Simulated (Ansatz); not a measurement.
Base system: YN in the rock salt structure (space group Fm-3m, No. 225).

Space group Fm-3m (No. 225); a = 4.8562 Å, b = 4.8562 Å, c = 4.8562 Å, α = 90.00°, β = 90.00°, γ = 90.00°

```
atom  site  symmetry       x       y       z
----  ----  --------  ------  ------  ------
N       4a      m-3m  0.0000  0.0000  0.0000
Y       4b      m-3m  0.5000  0.5000  0.5000
```
(The calculation used a cell of 2 atoms; values per cell refer to that cell.)

All numbers come from PBEsol, PAW, 420 eV (Ansatz, a first-principles code; spin-orbit coupling left out).

It is then changed as follows: full substitution Y → Nb; the structure is relaxed again.

Measured lattice parameter a: YN 4.877 Å (temperature not stated; as listed in G. Soto, M.G. Moreno-Armenta, A. Reyes-Serrato, Computational Materials Science (2007)); NbN 4.391 Å (temperature not stated; as listed in John G. Wright, Huili Grace Xing, Debdeep Jena, Physical Review Materials (2023)).

Question: How well does PBEsol reproduce the measured shift?

Answer: With PBEsol the lattice parameter a moves by -0.476 Å (4.856 → 4.380) against -0.486 Å measured.

Whether these cells are dynamically stable was not tested. The final runs are not spin-polarised.
